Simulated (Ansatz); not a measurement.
An Ansatz (a first-principles code) run: Te with a change (biaxial strain +3.71 %, plane normal [001], relaxed out of plane); r2SCAN, PAW, 500 eV (Ansatz; no spin-orbit coupling).

Input:

Ansatz 0.2 input:
```yaml
crystal:
  lattice:
    - [4.7956730934, 0, 0]
    - [2.3978365467, 4.1531747271, 0]
    - [0, 0, 5.7938800742]
  atoms:
    - { symbol: Te, position: [0.2533533777, 0.7466466223, 0.3333333333] }
    - { symbol: Te, position: [0, 0.2533533777, 0.6666666667] }
    - { symbol: Te, position: [0.7466466223, 0, 0] }
basis: { ecutwfc: 500, ecutrho_ratio: 4, xc_grid: 4, fft_grid_basis: typed }
kpoints: { mp_grid: { grid: [8, 8, 6] } }
hamiltonian:
  xc: r2scan
  dispersion: none
  pseudopotentials: { kind: paw }
scf: { occupations: { method: fermi_dirac, width: 0.05 } }
relax: { f_tol: 0.005, max_steps: 50, cell: { stress_tol: 0.01, fix: [a, b, gamma] } }
output: { forces: true, stress: true }
checkpoint: { write: state.ck, write_every: 1000 }
```

Output (explanatory and most iteration lines left out):

```
Relaxation: its limit of steps is 50 (relax.max_steps)
Pseudopotential: Te, paw, valence charge 16
Crystal: 3 atoms, lattice volume = 115.398 Å³
Basis set: ecut = 500 eV, 2943 PW (Γ), exchange–correlation on 144×144×180 points (64 copies of the dense FFT grid, shifted against one another)
Bands: 29, of which v1, the nominal top of the filled ones, is band 24 counted from 1 (23 counted from 0)
Symmetry: 6 space group operations
Space group: P3121 (ITA 152), of the structure as read, at distance tolerance 4.9e-5 Å
k-points: 50 of 384 (time reversal used)
Functional: x = r2scan, c = r2scan; τ floored in thin density (d = 2e-4 eV/Å³)
SCF iter   1: F=—  HF=-20984.426051 eV  |F-HF|=—  |Δ(HF+E_count)|=         —  Δρ=3.09e-3  dr2=8.25e-3  dr2_τ=3.36e-3  ethr=1.77e-3  ⟨swp⟩=7.6  Hψ=6820  notcnv=0
SCF iter   2: F=—  HF=-20984.434341 eV  |F-HF|=—  |Δ(HF+E_count)|=   8.29e-3  Δρ=1.80e-3  dr2=2.58e-3  dr2_τ=3.55e-5  ethr=1.72e-5  ⟨swp⟩=3.0  Hψ=3314  notcnv=0  defer=4
SCF 1 converged in 7 iterations: F = -20984.435563 eV  dr2 = 3.40e-9
relax step   1: F+E_penalty+E_count = -20984.43556316 eV  Δ(F+E_penalty+E_count) = +0.000e0 eV  max|allowed force component| = 3.218e-1 eV/Å  Δτ_max = 0.0000 Å  P = -1.484 GPa  Ω = 115.398 Å³  fix = [a, b, gamma]  reactions: a -1.584, b -1.584 GPa  (7 SCF iters, dr2 threshold 1.00e-7 eV, accepted)
[... steps on the carried basis left out ...]
relax step   4: F+E_penalty+E_count = -20984.45564681 eV  Δ(F+E_penalty+E_count) = -3.827e-5 eV  max|allowed force component| = 5.764e-4 eV/Å  Δτ_max = 0.0012 Å  P = -0.312 GPa  Ω = 115.345 Å³  energy of the carried Pulay correction = +5.235e-6 eV  fix = [a, b, gamma]  reactions: a -0.467, b -0.467 GPa  (4 SCF iters, dr2 threshold 1.25e-8 eV, accepted)
Crystal: 3 atoms, lattice volume = 115.345 Å³
SCF iter   1: F=—  HF=-20984.455643 eV  |F-HF|=—  |Δ(HF+E_count)|=         —  Δρ=3.01e-6  dr2=7.99e-9  dr2_τ=4.96e-10  ethr=3.13e-7  ⟨swp⟩=3.3  Hψ=10507  notcnv=0
SCF iter   2: F=—  HF=-20984.455641 eV  |F-HF|=—  |Δ(HF+E_count)|=   2.11e-6  Δρ=1.86e-6  dr2=2.37e-9  dr2_τ=8.85e-11  ethr=1.66e-11  ⟨swp⟩=4.2  Hψ=3954  notcnv=0
SCF 5 converged in 6 iterations: F = -20984.455641 eV  dr2 = 4.21e-14
SCF converged after 6 iterations
Free energy (F): -20984.455641 eV
Internal energy: -20984.455638 eV  (E = F + TS)
E sigma→0 (E₀):  -20984.455639 eV
Entropy (-TS):   -0.000003 eV (-0.001 meV/atom)
Fermi energy:    7.258409 eV
--- Forces (eV/Å), atoms counted from 1 ---
  atom   1  Te    -0.00026455     0.00045821     0.00000000
  atom   2  Te    -0.00026455    -0.00045821    -0.00000000
  atom   3  Te     0.00052909     0.00000000     0.00000000
--- Stress (GPa, compression-positive) ---
       -0.466209      -0.000000       0.000000
       -0.000000      -0.466209       0.000000
        0.000000       0.000000      -0.002424
  P = ⅓ Tr σ = -0.3116 GPa (-3.116 kbar)
--- Relaxed structure (4 steps of the walk, 4 accepted, 1 SCFs on fresh bases) ---
  cell:  # Å, volume = 115.3453 Å³
    - [4.795673093382735, 3.7774856094220144e-97, -2.823157078013712e-19]
    - [2.3978365466913676, 4.153174727114951, -1.4115785390069282e-19]
    - [-3.4107899396250425e-19, -1.008469818991103e-32, 5.791219500000789]
  atoms:
    - { symbol: Te, position: [0.2451791308702959, 0.7548208691297041, 0.33333333333333326] }
    - { symbol: Te, position: [1.392520263187508e-17, 0.24517913087029578, 0.6666666666666665] }
    - { symbol: Te, position: [0.7548208691297043, 5.56914839035069e-19, 8.673760273836491e-19] }
```

With Te present, leaving out spin-orbit coupling can change the band edges. No phonon test of stability was made. The cell was made from Te (space group P3_121, No. 152; made of chains) by this change: biaxial strain +3.71 %, plane normal [001], relaxed out of plane. No dispersion term is included, though the crystal is made of layers, chains or molecules, so its spacings can come out too wide.
